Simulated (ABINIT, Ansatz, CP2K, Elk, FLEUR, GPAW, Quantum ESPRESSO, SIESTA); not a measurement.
## Code comparison for TiZn (Pm-3m, 2 atoms in the cell)

Self-consistent single point, at a second geometry (lattice scaled by 0.98). First geometry:

```xyz
2
Lattice="3.1237 0.0000 0.0000 0.0000 3.1237 0.0000 0.0000 0.0000 3.1237" Properties=species:S:1:pos:R:3 pbc="T T T"
Ti     1.5619     1.5619     1.5619
Zn     0.0000     0.0000     0.0000
```

Shared settings, as Ansatz (a quantum-chemistry and plane-wave program) writes them: kpoints.mp_grid.grid = 7 7 7; scf.occupations.method = fermi_dirac; scf.occupations.width = 0.1 eV. Potentials and cutoffs stand in the table.

```tsv
code	model	ΔF from the first geometry (meV/atom)	pressure (GPa)	cutoff
Quantum ESPRESSO	PBEsol, SSSP 1.1.2 efficiency (PBE) pseudopotentials	5.6	4.75	50 Ry
GPAW	PBEsol, GPAW PAW datasets PBEsol (made by gpaw-setup)	8.0	5.49	850 eV
CP2K	PBEsol, GPW, TZVP-MOLOPT-SR-GTH basis, GTH-PBE potentials (GTH_POTENTIALS)	10.9	6.11	grid 600 Ry
Ansatz	PBEsol, default PAW files made with PBE	6.1	5.21	420 eV
Elk	PBEsol, all-electron FP-LAPW, Elk's shipped species files, default APW+lo basis	4.5	–	rgkmax 7
SIESTA	GGA PBEsol, numerical atomic orbitals TZP, PseudoDojo PBEsol standard norm-conserving potentials (rewritten from UPF to PSML)	-22.6	-0.56	grid 350 Ry
FLEUR	PBEsol, all-electron FLAPW (FLEUR), scalar-relativistic valence	6.9	–	Kmax 4.3 1/bohr
ABINIT	PBEsol, PAW (JTH v2.0 PBE PAW, files made for PBE)	7.2	5.34	30 Ha
```

A dash marks a value that a program does not give, or that is left out as unsure.

On Ansatz's run: spin polarisation is off.

The spread over the programs that give each value: ΔF from the first geometry within 33.5 meV/atom; pressure within 6.67 GPa.

CP2K and SIESTA use small atom-centred bases, whose incompleteness enters pressures, forces and empty levels differently from a plane-wave cutoff. Elk and FLEUR treat all electrons, but the usual bases taken here (sphere radii, linearisation, local orbitals, empty states) were not tested for convergence, so the values are no reference for the others. Ansatz's pressure is given at a fixed set of plane waves, as the other plane-wave codes print theirs; with its correction for the finite basis it is 5.28 GPa. In the pressure, SIESTA (by 5.84) lies more than 1 GPa from the median of the plane-wave programs.

The starting cell comes from a database of computed structures (which also holds hypothetical and non-ambient phases and stackings), without a prior relaxation at this level. For this run, on top of that: lattice scaled by 0.98.

Keys are those of Ansatz 0.2.
